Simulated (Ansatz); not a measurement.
Cost and result by functional for the adsorption energy of NH2 on the 1x1 (110) surface of zinc-blende InP (cut with top plane In + P), one in a 2x1 cell, started at the site 'hollow P', in Ansatz (plane waves, PAW). Single points on the PBE structure, on one kind of machine; costs are rough ratios of the slab run's core time (references not counted) to the cheapest single point. r2SCAN's cost holds its higher cutoff (500 against 420 eV). Differences are taken against r2SCAN for comparison alone: no measured value is at hand, so the table doesn't rank accuracy. The points keep PBE's geometry, so the relaxation of a polaron and the settling of charge on one site are left out.

Host crystal: zinc-blende InP, with a band gap (PBE, scalar-relativistic without spin-orbit coupling).

Model: 23-atom slab, 8.9 Å thick at the start under the adsorbate (thin: gaps and levels are the slab's own), 3x4x1 mesh, Fermi-Dirac 0.01 eV, dipole correction, 8 atoms held, the rest relaxed; held to the start's symmetry, so lower structures may exist; spin-polarised, ending with about 0.7 μB a cell, a value that depends on the mesh; orders that need a larger cell were not tried, no spin-orbit, no U, no dispersion correction. The slab shows no gap over 0.04 eV on its mesh. At the end it is bonded to P. In PBE it is, or lies within 0.03 eV of, the lowest of the starts that converged. These notes are the PBE run's. RPBE: The program's check for a lower electronic state was not made. r2SCAN: The program's check for a lower electronic state was not made. Adsorption energies are against NH3(g) − ½ H2(g). A negative adsorption energy means that the adsorbate is more stable on the surface than in its reference.

```
functional                     relative cost  adsorption energy (eV)  less r2SCAN (eV)
-----------------------------  -------------  ----------------------  ----------------
RPBE                                       1                    1.19              0.09
r2SCAN                                     3                    1.10              0.00
PBE (the relaxed run's value)              –                    1.04             -0.05
```

The values span 0.15 eV, while the single points' costs differ by a factor of roughly 3. Differences are of unrounded values.

Ansatz is an electronic-structure program.
